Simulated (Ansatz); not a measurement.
Start from Cu in the fcc (Cu type) structure (space group Fm-3m, No. 225; a = 3.564 Å; relaxed with 0.1 eV smearing).

Level of theory: PBEsol in Ansatz (plane waves to 420 eV, PAW, without spin-orbit coupling).

Before the change:

The pressure is 0.0 GPa.

Perturbation: the cell is scaled by 0.9900 in all directions; the atoms relax in the strained cell.

Q: Predict the new energy relative to the base and pressure.

A: The energy grows by 5.5 meV/atom; the pressure goes from zero to 5.5 GPa.

Stability against distortions was not tested. All final runs are without spin polarisation.

Ansatz is an electronic-structure program.
